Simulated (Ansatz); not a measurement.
# A computed series for WC: response to strain

Start from WC (space group P-6m2, No. 187; a = 2.899 Å, c = 2.827 Å; relaxed with 0.1 eV smearing). Axes: x lies along a and z along c of the hexagonal cell.

Strains are applied to the cell and any free atomic positions relax.

Calculations: PBEsol (Ansatz, a quantum-chemistry and plane-wave program), scalar-relativistic without spin-orbit coupling.

Notes on the quantities. energy relative to the base: free energy F; pressure: mean of the normal stresses, compression positive.

```csv
variant,energy relative to the base,pressure,shortest interatomic distance
base,0 meV/atom,0.0 GPa,4.140 bohr
uniaxial strain ε_zz = −3.00 %,+30 meV/atom,15.0 GPa,4.089 bohr
uniaxial strain ε_zz = −2.50 %,+21 meV/atom,12.3 GPa,4.097 bohr
uniaxial strain ε_zz = −1.50 %,+7.4 meV/atom,7.2 GPa,4.114 bohr
uniaxial strain ε_zz = −1.00 %,+3.2 meV/atom,4.7 GPa,4.123 bohr
uniaxial strain ε_zz = −0.50 %,+0.8 meV/atom,2.3 GPa,4.131 bohr
uniaxial strain ε_zz = +0.50 %,+0.8 meV/atom,-2.2 GPa,4.149 bohr
uniaxial strain ε_zz = +1.00 %,+3.1 meV/atom,-4.4 GPa,4.157 bohr
uniaxial strain ε_zz = +2.00 %,+12 meV/atom,-8.5 GPa,4.175 bohr
uniaxial strain ε_zz = +2.50 %,+19 meV/atom,-10.4 GPa,4.183 bohr
```

Whether these cells are dynamically stable was not tested. All final runs are without spin polarisation.
